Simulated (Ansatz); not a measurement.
The starting structures come from a database of crystals and need not be the phases stable at ambient conditions.

Inside the gap of an insulator the Bloch states are evanescent, with a wavenumber k + iκ along the transport direction.

Input:

```yaml
crystal:
  lattice:
    - [7.65990, 0.00000, 0.00000]
    - [0.00000, 8.80088, 0.00000]
    - [3.82995, -1.98738, 5.18782]
  atoms:
    - { symbol: Ba, position: [0.59566, 0.75000, 0.00000] }
    - { symbol: Ba, position: [0.40434, 0.25000, 0.00000] }
    - { symbol: H, position: [0.86053, 0.38667, 0.85286] }
    - { symbol: H, position: [0.13947, 0.61333, 0.14714] }
    - { symbol: H, position: [0.71339, 0.11333, 0.14714] }
    - { symbol: H, position: [0.28661, 0.88667, 0.85286] }
    - { symbol: H, position: [0.71979, 0.44810, 0.15272] }
    - { symbol: H, position: [0.28021, 0.55190, 0.84728] }
    - { symbol: H, position: [0.87251, 0.05190, 0.84728] }
    - { symbol: H, position: [0.12749, 0.94810, 0.15272] }
    - { symbol: I, position: [0.77387, 0.85078, 0.41630] }
    - { symbol: I, position: [0.22613, 0.14922, 0.58370] }
    - { symbol: I, position: [0.19017, 0.64922, 0.58370] }
    - { symbol: I, position: [0.80983, 0.35078, 0.41630] }
    - { symbol: O, position: [0.72228, 0.05524, 0.99120] }
    - { symbol: O, position: [0.27772, 0.94476, 0.00880] }
    - { symbol: O, position: [0.71348, 0.44476, 0.00880] }
    - { symbol: O, position: [0.28652, 0.55524, 0.99120] }
```

Space group of this cell: C2/c. The cell is taken as given; by r2SCAN its mean pressure is -1.3 GPa.

Transport runs along the normal of the first two printed cell vectors.

The gap is the functional's own. No spin-orbit coupling. Mid-gap values are interpolated on the energy grid.

Compute, with Ansatz (a program for electronic structure) with r2SCAN, the band gap and the smallest decay constant κ at mid-gap.

Gap 4.34 eV on a 6×4×6 mesh; κ = 0.315 1/Å, at the zone centre.
